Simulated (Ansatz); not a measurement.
**Au on the 1x1 (111) surface of fcc Pd, one in a 2x2 cell, started at the site 'hollow Pd-Pd-Pd over Pd at depth 2.3 Å'**

Calculation: PBE (plane waves to 420 eV, PAW; Ansatz, a first-principles code).

Slab: 17 atoms, 6.8 Å thick at the start under the adsorbate (thin: gaps and levels are the slab's own); k 6x6x1, smearing 0.1 eV, dipole-corrected; 8 atoms held, the rest relaxed; symmetry of the start imposed; no spin, no spin-orbit, no U, no dispersion correction. At the end it is bonded to 3 Pd. In PBE this state lies 0.05 eV over the lowest of the starts that converged ('hollow Pd-Pd-Pd over Pd at depth 4.5 Å').

adsorption energy against an atom of fcc Au: 0.43 eV
work function of the top face: 4.76 eV
change of the work function: -0.47 eV
change of the step from the bottom to the top vacuum level, against the clean slab: -0.46 eV
energy released by relaxation: 0.11 eV
height of the binding atom over the mean of the host atoms within 0.3 Å of the top one: 2.128 Å
nearest host atoms of the binding atom: Pd at 2.69 Å, Pd at 2.69 Å, Pd at 2.69 Å
largest move of a host atom: 0.02 Å
cost: around 5 core-minutes (rough)

A negative adsorption energy means that the adsorbate is more stable on the surface than in its reference.
